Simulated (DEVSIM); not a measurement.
abrupt GaAs p-n junction

Structure: abrupt GaAs p-n junction, at 300 K.

```csv
layer (left to right),material,thickness (μm),Nd (cm⁻³),Na (cm⁻³),τn (s),τp (s)
1,GaAs,1.90,-,1.5e17,1.9e-9,1.9e-9
2,GaAs,75.0,6.9e14,-,1.9e-9,1.9e-9
```

Left contact: ohmic. Right contact: ohmic. Voltage is applied to the left contact. Recombination: SRH at mid-gap, radiative, Auger. Mobility is μmin + (μ − μmin)/(1 + (N/Nref)^α).

This is a model device: material constants are rounded textbook-type values typed into the input, and sizes, dopings and lifetimes were drawn at random. Values at 300 K.

```csv
parameter,GaAs
gap (eV),1.424
affinity (eV),4.07
permittivity,12.9
Nc (cm⁻³),4.7e17
Nv (cm⁻³),9e18
μn (cm²/Vs),8500
μp (cm²/Vs),400
"μn,min",500
"μp,min",20
"Nref,n",6e16
"Nref,p",1.5e17
αn,0.39
αp,0.38
B (cm³/s),2e-10
Cn (cm⁶/s),1e-30
Cp (cm⁶/s),1e-30
```

Model (solved in DEVSIM): 1D drift-diffusion, Boltzmann statistics, complete ionisation; no tunnelling, impact ionisation, image-force lowering or self-heating.

```yaml
potential_step_across_the_device_at_zero_bias: 1.149 V
largest_field_in_the_device_at_zero_bias: 23000 V/cm
Dark forward voltage at 1 A/cm²: 0.962 V
```

Dark forward current:

(V (V), J (A/cm²)): (0.05, 1.5e-9); (0.10, 5.3e-9); (0.20, 4.3e-8); (0.25, 1.2e-7); (0.30, 3.2e-7); (0.40, 2.4e-6); (0.45, 6.7e-6); (0.55, 5.2e-5); (0.60, 0.00015); (0.65, 0.00043); (0.75, 0.0039); (0.80, 0.013); (0.85, 0.049); (0.95, 0.77); (1.00, 2.3); (1.10, 8.2); (1.15, 12); (1.20, 16); (1.30, 26); (1.35, 31); (1.40, 36); (1.50, 46); (1.55, 51); (1.65, 62); (1.70, 68); (1.75, 73); (1.85, 84); (1.90, 90)

Dark reverse current:

```json
[
 {"V (V)": "-0.20", "J (A/cm²)": "-2.1e-9"},
 {"V (V)": "-0.50", "J (A/cm²)": "-4.4e-9"},
 {"V (V)": "-1.00", "J (A/cm²)": "-7.4e-9"},
 {"V (V)": "-1.50", "J (A/cm²)": "-1.0e-8"},
 {"V (V)": "-2.00", "J (A/cm²)": "-1.2e-8"},
 {"V (V)": "-3.00", "J (A/cm²)": "-1.6e-8"},
 {"V (V)": "-4.00", "J (A/cm²)": "-2.0e-8"},
 {"V (V)": "-5.00", "J (A/cm²)": "-2.3e-8"},
 {"V (V)": "-6.50", "J (A/cm²)": "-2.7e-8"},
 {"V (V)": "-8.00", "J (A/cm²)": "-3.0e-8"},
 {"V (V)": "-10.00", "J (A/cm²)": "-3.5e-8"}
]
```
